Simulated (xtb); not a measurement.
xtb 6.7.1, GFN1-xTB: W(NH)(NMe)(Br)(OH) (C[N]=[W](=[NH])([OH])[Br]), 11 atoms. The geometry is a generated start, not checked to be a minimum at this level.

| Property | Value |
|---|---|
| run flags | --grad |
| method | GFN1-xTB |
| --acc | 1 (default) |
| --etemp (K) | 300 (default) |
| basis functions | 46 |
| valence electrons | 38 |

```xyz
11

W     -0.6374     0.2899     0.8558
N     -2.0645    -0.7112     0.4729
H     -2.7529    -1.3933     0.1484
N      0.5498     0.2273    -0.4816
C      1.2767    -0.0829    -1.6635
H      1.7675    -1.0598    -1.5610
H      0.6086    -0.1223    -2.5353
H      2.0566     0.6650    -1.8576
Br    -1.4773     2.5693     0.7546
O      0.1204    -0.0153     2.5399
H      0.5525    -0.3666     3.3274
```

Charge 0 and multiplicity 1 are set for this test and not shown to be the ground state.

One run each on 1 thread. Values of broydamp tried: 0.02, 0.05, 0.1, 0.2, 0.4 (default), 0.6, 0.8, 1.

### Question
Which value of broydamp needs the fewest SCC iterations, and what happens away from it?

### Answer
Fewest SCC iterations, within one of each other: 0.2 with 13, 0.4 (default) with 13, 0.6 with 13, 0.8 with 14. The count rises to 20 at 0.02. All converge to one solution.

```
broydamp       SCC iterations            end
-------------  --------------  -------------
0.02                       20  same solution
0.05                       18  same solution
0.1                        16  same solution
0.2                        13  same solution
0.4 (default)              13  same solution
0.6                        13  same solution
0.8                        14  same solution
1                          15  same solution
```
